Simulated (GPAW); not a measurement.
GPAW run on Sb2Pt (Pa-3, 12 atoms in the cell): self-consistent single point

Method of the run: PBE, GPAW PAW datasets PBE (gpaw-data 1.0.1) (plane waves; GPAW 25.7.0).

Input:

```python
from ase import Atoms
from ase.units import GPa
from gpaw import GPAW, PW

atoms = Atoms(['Sb', 'Sb', 'Sb', 'Sb', 'Sb', 'Sb', 'Sb', 'Sb', 'Pt', 'Pt', 'Pt', 'Pt'],
              cell=[[6.347675, 0.000000, 0.000000],
                    [0.000000, 6.347675, 0.000000],
                    [0.000000, 0.000000, 6.347675]],
              positions=[[2.381965, 0.791872, 5.555803],
                         [3.965710, 5.555803, 0.791872],
                         [0.791872, 5.555803, 2.381965],
                         [5.555803, 0.791872, 3.965710],
                         [5.555803, 2.381965, 0.791872],
                         [0.791872, 3.965710, 5.555803],
                         [3.965710, 3.965710, 3.965710],
                         [2.381965, 2.381965, 2.381965],
                         [0.000000, 3.173837, 3.173837],
                         [3.173837, 3.173837, 0.000000],
                         [3.173837, 0.000000, 3.173837],
                         [0.000000, 0.000000, 0.000000]],
              pbc=True)

calc = GPAW(mode=PW(600),
            xc='PBE',
            kpts={'size': (4, 4, 4), 'gamma': True},
            occupations={'name': 'methfessel-paxton', 'width': 0.1, 'order': 0},
            nbands=-16,
            convergence={'density': 1e-05},
            symmetry={'symmorphic': False, 'tolerance': 0.0005},
            maxiter=100,
            txt='-')

atoms.calc = calc

energy = atoms.get_potential_energy()
print('Energy (eV):', round(energy, 6))
forces = atoms.get_forces()
print('Forces (eV/Ang):')
print(forces.round(5))
stress = atoms.get_stress()
print('Stress (GPa, Voigt):', (stress / GPa).round(4))
```

Output (repeated stretches shortened):

```
Input parameters:
  convergence: {density: 1e-05}
  kpts: {gamma: True,
         size: (4, 4, 4)}
  maxiter: 100
  mode: {ecut: 600.0,
         name: pw}
  nbands: -16
  occupations: {name: methfessel-paxton,
                order: 0,
                width: 0.1}
  symmetry: {symmorphic: False,
             tolerance: 0.0005}
  xc: PBE

species:
  Sb:
    name: Antimony
    Z: 51.0
    valence: 15
    core: 36
    charge: 0.0
    file: Sb.PBE.gz

    # Using partial waves for Sb as LCAO basis

  Pt:
    name: Platinum
    Z: 78.0
    valence: 16
    core: 62
    charge: 0.0
    file: Pt.PBE.gz

    # Using partial waves for Pt as LCAO basis

Reference energy: -3411753.917053  # eV

Spin-paired calculation

Convergence criteria:
 Maximum [total energy] change in last 3 cyles: 0.0005 eV / valence electron
 Maximum integral of absolute [dens]ity change: 1e-05 electrons / valence electron
 Maximum integral of absolute [eigenst]ate change: 4e-08 eV^2 / valence electron
 Maximum number of scf [iter]ations: 100

Symmetries present (total): 24
Symmetries with fractional translations: 18
64 k-points: 4 x 4 x 4 Monkhorst-Pack grid + [1/8,1/8,1/8]
11 k-points in the irreducible part of the Brillouin zone
       k-points in crystal coordinates                weights
   0:     0.00000000    0.00000000    0.00000000          1/64
   1:     0.25000000    0.00000000    0.00000000          6/64
   2:     0.25000000    0.25000000    0.00000000         12/64
   3:     0.25000000    0.25000000    0.25000000          8/64
   4:     0.50000000    0.00000000    0.00000000          3/64
   5:     0.50000000    0.00000000    0.25000000          6/64
   6:     0.50000000    0.25000000    0.00000000          6/64
   7:     0.50000000    0.25000000    0.25000000         12/64
   8:     0.50000000    0.50000000    0.00000000          3/64
   9:     0.50000000    0.50000000    0.25000000          6/64
  10:     0.50000000    0.50000000    0.50000000          1/64

Wave functions: Plane wave expansion
  Cutoff energy: 600.000 eV
  Number of coefficients (min, max): 8409, 8578
  Pulay-stress correction: 0.000000 eV/Ang^3 (de/decut=0.000000)

Occupation numbers: Methfessel-Paxton:
  width: 0.1000  # eV
  order: 0

Eigensolver

Densities:
  Coarse grid: 36*36*36 grid
  Fine grid: 72*72*72 grid
  Total Charge: 0.000000

Density mixing:
  Method: separate
  Backend: pulay
  Linear mixing parameter: 0.05
  old densities: 5
  Damping of long wavelength oscillations: 50

Hamiltonian:
  XC and Coulomb potentials evaluated on a 72*72*72 grid
  External potential:
    NoExternalPotential

XC parameters: PBE with 2 nearest neighbor stencil

Number of atoms: 12
Number of atomic orbitals: 120
Number of bands in calculation: 108
Number of valence electrons: 184
Bands to converge: occupied

Density initialized from atomic densities
  108 bands from LCAO basis set

Atomic positions and initial magnetic moments

Positions:
   0 Sb     2.381965    0.791872    5.555803    ( 0.0000,  0.0000,  0.0000)
   1 Sb     3.965710    5.555803    0.791872    ( 0.0000,  0.0000,  0.0000)
   2 Sb     0.791872    5.555803    2.381965    ( 0.0000,  0.0000,  0.0000)
   3 Sb     5.555803    0.791872    3.965710    ( 0.0000,  0.0000,  0.0000)
   4 Sb     5.555803    2.381965    0.791872    ( 0.0000,  0.0000,  0.0000)
   5 Sb     0.791872    3.965710    5.555803    ( 0.0000,  0.0000,  0.0000)
   6 Sb     3.965710    3.965710    3.965710    ( 0.0000,  0.0000,  0.0000)
   7 Sb     2.381965    2.381965    2.381965    ( 0.0000,  0.0000,  0.0000)
   8 Pt     0.000000    3.173837    3.173837    ( 0.0000,  0.0000,  0.0000)
   9 Pt     3.173837    3.173837    0.000000    ( 0.0000,  0.0000,  0.0000)
  10 Pt     3.173837    0.000000    3.173837    ( 0.0000,  0.0000,  0.0000)
  11 Pt     0.000000    0.000000    0.000000    ( 0.0000,  0.0000,  0.0000)

Unit cell:
           periodic     x           y           z      points  spacing
  1. axis:    yes    6.347675    0.000000    0.000000    36     0.1763
  2. axis:    yes    0.000000    6.347675    0.000000    36     0.1763
  3. axis:    yes    0.000000    0.000000    6.347675    36     0.1763

  Lengths:   6.347675   6.347675   6.347675
  Angles:   90.000000  90.000000  90.000000

Effective grid spacing dv^(1/3) = 0.1763

     iter     time        total  log10-change:
                         energy   eigst   dens
iter:   1 --:--:--   -67.392336
iter:   2 --:--:--   -67.672129   -0.17  -1.50
iter:   3 --:--:--   -71.497426   -0.76  -1.49
iter:   4 --:--:--   -66.872633   -1.27  -1.38
iter:   5 --:--:--   -65.845172   -1.46  -1.56
iter:   6 --:--:--   -65.854442   -2.74  -2.27
iter:   7 --:--:--   -65.865436c  -3.17  -2.34
iter:   8 --:--:--   -65.848411c  -2.99  -2.54
iter:   9 --:--:--   -65.855174c  -3.64  -3.09
iter:  10 --:--:--   -65.851464c  -4.75  -2.88
iter:  11 --:--:--   -65.846433c  -3.74  -3.00
iter:  12 --:--:--   -65.846212c  -5.31  -3.65
iter:  13 --:--:--   -65.846201c  -5.88  -3.76
iter:  14 --:--:--   -65.846273c  -5.56  -3.74
iter:  15 --:--:--   -65.846210c  -6.40  -3.81
iter:  16 --:--:--   -65.846209c  -6.47  -3.83
iter:  17 --:--:--   -65.846189c  -6.75  -4.11
iter:  18 --:--:--   -65.846186c  -7.37  -4.20
iter:  19 --:--:--   -65.846178c  -7.07  -4.34
iter:  20 --:--:--   -65.846179c  -8.41c -4.41
iter:  21 --:--:--   -65.846179c  -7.34  -4.43
iter:  22 --:--:--   -65.846178c  -7.84c -4.99
iter:  23 --:--:--   -65.846178c  -9.03c -5.04c

Converged after 23 iterations.

Dipole moment: (-0.000007, -0.000007, -0.000007) |e|*Ang

Energy contributions relative to reference atoms: (reference = -3411753.917053)

Kinetic:        +40.367942
Potential:      -39.975894
External:        +0.000000
XC:             -65.338342
Entropy (-ST):   -0.010282
Local:           -0.894743
SIC:             +0.000000
--------------------------
Free energy:    -65.851319
Extrapolated:   -65.846178

Showing only first 2 kpts
 Kpt  Band  Eigenvalues  Occupancy
  0    90      9.31802    2.00000
  0    91      9.31802    2.00000
  0    92      9.95442    1.42080
  0    93      9.95442    1.42080

  1    90      9.02405    2.00000
  1    91      9.98863    1.05642
  1    92     10.17306    0.01117
  1    93     10.21692    0.00159

Fermi level: 9.99363

No gap
No difference between direct/indirect transitions
Energy (eV): -65.846178

Forces in eV/Ang:
  0 Sb   -0.08775    0.08775   -0.08775
  1 Sb    0.08775   -0.08775    0.08775
  2 Sb    0.08775   -0.08775   -0.08775
  3 Sb   -0.08775    0.08775    0.08775
  4 Sb   -0.08775   -0.08775    0.08775
  5 Sb    0.08775    0.08775   -0.08775
  6 Sb    0.08775    0.08775    0.08775
  7 Sb   -0.08775   -0.08775   -0.08775
  8 Pt    0.00000    0.00000   -0.00000
  9 Pt   -0.00000   -0.00000   -0.00000
 10 Pt   -0.00000   -0.00000    0.00000
 11 Pt    0.00000    0.00000    0.00000

Stress tensor:
    -0.076117    -0.000000    -0.000000
    -0.000000    -0.076117     0.000000
    -0.000000     0.000000    -0.076117
Stress (GPa, Voigt): [-12.1952 -12.1952 -12.1952   0.      -0.      -0.    ]
```

The run converged in 23 iterations. GPAW prints stress with tension positive.

The starting cell comes from a database of computed structures (which also holds hypothetical and non-ambient phases and stackings), without a prior relaxation at this level. Its lattice was rescaled by a random factor within 2.5 % of one. Spin-orbit coupling is off. Spin polarisation is off. With a pressure of about 12 GPa the cell is away from its equilibrium volume at this level.

Cost on one core of a shared machine: roughly 3 min.
